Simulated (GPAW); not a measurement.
GPAW run on CdCo3N (Pm-3m, 5 atoms in the cell): self-consistent single point.

Computed with PBEsol, GPAW PAW datasets PBEsol (made by gpaw-setup) (plane waves; GPAW).

The change in words: lattice scaled by 0.98. Reference geometry:
```xyz
5
Lattice="3.8550 0.0000 0.0000 0.0000 3.8550 0.0000 0.0000 0.0000 3.8550" Properties=species:S:1:pos:R:3 pbc="T T T"
Cd     0.0000     0.0000     0.0000
Co     1.9275     1.9275     0.0000
Co     0.0000     1.9275     1.9275
Co     1.9275     0.0000     1.9275
N      1.9275     1.9275     1.9275
```
Moments meant for the start (each program seeds them in its own way; μB, in the order of the atoms Cd Co Co Co N): 0.0 3.0 3.0 3.0 0.0.

Reference input (self-consistent single point, DFT PBEsol, plane waves, GPAW PAW datasets PBEsol (made by gpaw-setup)): spinpol = true; mode = pw; ecut = 950 eV; xc = PBEsol; kpts = 6 6 6; mesh shift (steps) = 0 0 0; occupations.name = methfessel-paxton; occupations.width = 0.136 eV; occupations.order = 0; nbands = -9; convergence.density = 1e-05 e/electron; convergence.energy = 1e-05 eV/electron. This run's input differs from it in these lines:

```diff
@@ -5,5 +5,5 @@
 atoms = Atoms(['Cd', 'Co', 'Co', 'Co', 'N'],
-              cell=[[3.855040, 0.000000, 0.000000],
-                    [0.000000, 3.855040, 0.000000],
-                    [0.000000, 0.000000, 3.855040]],
+              cell=[[3.777939, 0.000000, 0.000000],
+                    [0.000000, 3.777939, 0.000000],
+                    [0.000000, 0.000000, 3.777939]],
               scaled_positions=[[0.000000, 0.000000, 0.000000],
```

The program printed (abridged):

```
     iter     time        total  log10-change:  magmom
                         energy   eigst   dens
iter:   1 --:--:--   -37.525036                   +9.0097
iter:   2 --:--:--   -38.277398   -0.77  -1.37    +5.6343
iter:   3 --:--:--   -37.363400   -1.23  -1.45    +3.9220
iter:   4 --:--:--   -37.313925   -1.92  -1.69    +3.2617
iter:   5 --:--:--   -37.371915   -1.78  -1.77    +2.8616
   [... 3 lines left out ...]
iter:   9 --:--:--   -37.256634   -3.42  -2.68    +3.1585
iter:  10 --:--:--   -37.253901   -4.99  -3.08    +3.1833
iter:  11 --:--:--   -37.254380   -3.72  -3.14    +2.8484
   [... lines left out ...]
iter:  28 --:--:--   -37.254015c  -6.08  -4.07    +2.9997
iter:  29 --:--:--   -37.254020c  -7.26  -4.26    +3.0005
iter:  30 --:--:--   -37.254040c  -6.82  -4.29    +3.0007
iter:  31 --:--:--   -37.254015c  -7.17  -4.22    +3.0006
iter:  32 --:--:--   -37.254012c  -7.05  -4.68    +3.0008
iter:  33 --:--:--   -37.254011c  -8.16c -4.71    +3.0009
iter:  34 --:--:--   -37.254010c  -8.56c -4.82    +3.0012
iter:  35 --:--:--   -37.254009c  -8.49c -4.90    +3.0016
iter:  36 --:--:--   -37.254010c  -9.45c -4.95    +3.0015
iter:  37 --:--:--   -37.254006c  -8.05c -4.99    +3.0015
iter:  38 --:--:--   -37.254007c  -9.22c -5.38c   +3.0015
Converged after 38 iterations.

Dipole moment: (-0.000000, -0.000000, -0.000000) |e|*Ang

Total magnetic moment: (0.000000, 0.000000, 3.001510)
Local magnetic moments:
   0 Cd ( 0.000000,  0.000000, -0.032812)
   1 Co ( 0.000000,  0.000000,  1.008959)
   2 Co ( 0.000000,  0.000000,  1.008959)
   3 Co ( 0.000000,  0.000000,  1.008959)
   4 N  ( 0.000000,  0.000000,  0.038945)

Energy contributions relative to reference atoms: (reference = -267184.861915)

Kinetic:        +57.642233
Potential:      -46.974708
External:        +0.000000
XC:             -47.926406
Entropy (-ST):   -0.040398
Local:           +0.025073
SIC:             +0.000000
--------------------------
Free energy:    -37.274206
Extrapolated:   -37.254007

Spin contamination: 0.144216 electrons
Showing only first 2 kpts
                      Up                     Down
   [... lines left out ...]
Fermi level: 10.90919
No gap
   [... lines left out ...]
Energy (eV): -37.254007

Forces in eV/Ang:
  0 Cd    0.00000    0.00000    0.00000
  1 Co    0.00000    0.00000   -0.00000
  2 Co   -0.00000    0.00000    0.00000
  3 Co    0.00000   -0.00000    0.00000
  4 N    -0.00000   -0.00000   -0.00000

Stress tensor:
    -0.015903    -0.000000     0.000000
    -0.000000    -0.015903     0.000000
     0.000000     0.000000    -0.015903
Stress (GPa, Voigt): [-2.5479 -2.5479 -2.5479  0.      0.     -0.    ]
```

The run converged in 38 iterations. GPAW prints stress with tension positive. Against the reference run the free energy goes down by 15.8 meV/atom and the size of the net moment goes from 0.66 to 0.60 μB/atom.

At such cutoffs GPAW's stress carries a finite-basis (Pulay) error, which enters relaxed cells too; its log prints stress with tension positive.

The starting cell comes from a database of computed structures (which also holds hypothetical and non-ambient phases and stackings), without a prior relaxation at this level. For this run, on top of that: lattice scaled by 0.98. The magnetic order is the one reached from the typed start; others were not searched systematically.

Cost on one core of a shared machine: roughly 2 min.
